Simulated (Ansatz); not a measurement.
For LuTl3 (Pm-3m), PBEsol, DFPT electron-phonon coupling, linearised Boltzmann equation (Ansatz, an electronic-structure program) gives a transport coupling λ_tr = 0.628 and a Drude plasma energy ħω_p = 6.88 eV.

Task: Estimate the resistivity at 300 K from the high-temperature formula ρ = 2π λ_tr k_B T / (ħ ε₀ ω_p²), and say how the full Boltzmann solution compares.

Result: The scattering rate is 1/τ = 2π λ_tr k_B T/ħ = 1.55e14 s⁻¹ and ω_p = 1.05e16 s⁻¹, so ρ ≈ 16.0 μΩ·cm. The Boltzmann solution gives 15.8 μΩ·cm, 0.99 times the estimate.

A metal at this level (no band gap). Only scattering by harmonic phonons is included (no impurities, grain boundaries, electron-electron scattering or thermal expansion). Spin-orbit coupling is left out, which matters with elements this heavy. The run warned that the eigensolver left some states short of its tolerance. Halving the electron mesh (20x20x20) moves the resistivity by up to 2 % at 300 K, the coupling by up to 4 %. Smearing 0.20 eV; phonons on a 3x3x3 q mesh, which this run doesn't test.

Formula and space group known from diffraction (Crystallography Open Database), not checked to be the room-temperature form: LuTl3 (Pm-3m).
